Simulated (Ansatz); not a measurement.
## hypothetical I4_132 B with two functionals, pressure 10 GPa

Take B (space group I4_132, No. 214; a = 4.653 Å; a hypothetical phase, not in the database extracts checked) as the base.

(Cell as relaxed with PBE.)

Levels (all Ansatz, a program for electronic structure, PAW): PBE (420 eV, without spin-orbit coupling); PBEsol (420 eV, no SOC).

Each level relaxes its own structure.

```tsv
base	PBE	PBEsol
volume per atom	12.59 Å³	12.43 Å³
lattice parameter a	4.653 Å	4.633 Å
band gap	1.48 eV	1.41 eV
```

Modification: a hydrostatic pressure of 10 GPa.

```tsv
quantity	PBE	PBEsol
volume per atom	11.61 Å³	(withheld)
shift of the gap caused by the change	-0.01 eV	(withheld)
```

Task: Given the PBE results, estimate those of PBEsol.

Result: 
- volume per atom, PBEsol: 11.48 Å³
- shift of the gap caused by the change, PBEsol: -0.01 eV

PBE's volume per atom lies 0.13 Å³ above PBEsol's (1.1 %); the two agree on the shift of the gap caused by the change. Neither level is exact; PBEsol is the comparison here, not a measurement.

Load acts through the strain it causes; cell and atoms are relaxed under it. No phonon test of stability was made. No other phases were tried under pressure.
